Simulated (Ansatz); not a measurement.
The starting structures come from a database of crystals and need not be the phases stable at ambient conditions.

The decay constant κ of evanescent states in the gap governs leakage through a thin film.

Data:

```yaml
crystal:
  lattice:
    - [7.78276, 0.00000, 0.00000]
    - [0.00000, 8.24135, 0.00000]
    - [1.55193, 4.12068, 3.15889]
  atoms:
    - { symbol: Mg, position: [0.00000, 0.50000, 0.50000] }
    - { symbol: Mg, position: [0.50000, 0.00000, 0.50000] }
    - { symbol: H, position: [0.79588, 0.96778, 0.16520] }
    - { symbol: H, position: [0.20412, 0.03222, 0.83480] }
    - { symbol: H, position: [0.70412, 0.13298, 0.83480] }
    - { symbol: H, position: [0.29588, 0.86702, 0.16520] }
    - { symbol: Se, position: [0.25000, 0.41543, 0.00000] }
    - { symbol: Se, position: [0.75000, 0.58457, 0.00000] }
    - { symbol: O, position: [0.41675, 0.28169, 0.03840] }
    - { symbol: O, position: [0.58325, 0.71831, 0.96160] }
    - { symbol: O, position: [0.08325, 0.32009, 0.96160] }
    - { symbol: O, position: [0.91675, 0.67991, 0.03840] }
    - { symbol: O, position: [0.15088, 0.31555, 0.43450] }
    - { symbol: O, position: [0.84912, 0.68445, 0.56550] }
    - { symbol: O, position: [0.34912, 0.75005, 0.56550] }
    - { symbol: O, position: [0.65088, 0.24995, 0.43450] }
    - { symbol: O, position: [0.25000, 0.87723, 0.00000] }
    - { symbol: O, position: [0.75000, 0.12277, 0.00000] }
```

Space group of this cell: C2/c. The cell is taken as given; by r2SCAN its mean pressure is -6.0 GPa.

Transport runs along the normal of the first two printed cell vectors.

The gap is the functional's own, uncorrected, and κ follows it; spin-orbit coupling is left out. Mid-gap values are interpolated between the computed energies.

**Question.** Compute, with r2SCAN (Ansatz, a program for electronic structure), the band gap and the smallest decay constant κ at mid-gap.

**Answer.** Gap 4.09 eV on a 6×10×10 mesh; κ = 0.395 1/Å, at the zone centre.
